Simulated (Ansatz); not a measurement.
**Ir under a change: strain tensor (xx, yy, zz, yz, xz, xy) = (+1.00, −0.75, −0.02, +0.65, +0.22, −0.25) %**

The reference is Ir in the fcc (Cu type) structure (space group Fm-3m, No. 225; a = 3.846 Å; relaxed with 0.1 eV smearing). Axes: x, y, z lie along the cube axes.

The change: strain tensor (xx, yy, zz, yz, xz, xy) = (+1.00, −0.75, −0.02, +0.65, +0.22, −0.25) %; the atoms relax in the strained cell.

Level of theory: r2SCAN (Ansatz, a first-principles code, PAW, scalar-relativistic without spin-orbit coupling), earlier PAW set. Settings: 29×29×29 k-points, 0.1 eV Fermi–Dirac smearing.

| quantity | base | changed | shift |
|---|---|---|---|
| volume per atom | 14.22 Å³ | 14.25 Å³ | +0.03 Å³ |
| space group | Fm-3m (No. 225) | P-1 (No. 2) | – |
| shortest interatomic distance | 2.719 Å | 2.691 Å | -0.028 Å |
| energy relative to the base (free energy F) | 0 meV/atom | +5.4 meV/atom | +5.4 meV/atom |
| band gap | zero | zero | – |
| stress (xx, yy, zz, yz, xz, xy; compression positive) | – | (-4.3, 2.5, -0.2, -3.8, -1.2, 1.3) GPa | – |

Final structure:

```
Ir
1.0
   -0.00048     1.92089     1.93493
    1.94627     0.00779     1.92666
    1.93733     1.90368     0.01673
Ir
1
Direct
  0.00000   0.00000   0.00000
```

Cost of the whole job for the changed cell (relaxation, final SCF and bands): roughly 16 core-minutes.

Whether these cells are dynamically stable was not tested. All final runs are without spin polarisation.
